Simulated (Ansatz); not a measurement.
We consider L1₂ (Cu3Au-type) Pt3Ti, described by PBE-D3(BJ) (PAW; Ansatz, a first-principles code).

Run with plane-wave cutoff 520 eV, 14×14×14 k mesh, Fermi–Dirac smearing 0.05 eV, no spin polarisation, scalar-relativistic PAW data made under PBE.

Energies at three volumes about the minimum:

```json
[
 {"V (Å³/atom)": "14.581", "E − E_lowest (meV/atom)": "4.99"},
 {"V (Å³/atom)": "14.878", "E − E_lowest (meV/atom)": "0.00"},
 {"V (Å³/atom)": "15.176", "E − E_lowest (meV/atom)": "4.69"}
]
```

Fit a parabola by hand: where is the minimum, what lattice constant follows, and what is the bulk modulus?

Slopes: (0.00 − 4.99)/(14.878 − 14.581) = -16.801 and (4.69 − 0.00)/(15.176 − 14.878) = 15.738 meV/Å³. Curvature E″ = 2 × (15.738 − (-16.801))/(15.176 − 14.581) = 109.375 meV/Å⁶. From the middle of the first interval, the slope vanishes at V0 = 14.7295 − (-16.801)/109.375 = 14.883 Å³/atom. B = V0 E″ = 14.883 × 109.375 meV/Å³ × 0.1602 GPa per meV/Å³ = 261 GPa. With 4 atoms in the cube, a = (4 × 14.883)^(1/3) = 3.905 Å. The full Birch–Murnaghan fit to all volumes gives V0 = 14.877 Å³/atom and B0 = 260 GPa.

Measured, for comparison: lattice constant a 3.916 Å (temperature not stated, no zero-point or thermal correction; as tabulated in Molecular Dynamics Simulations of PtTi High-Temperature Shape Memory Alloys …).
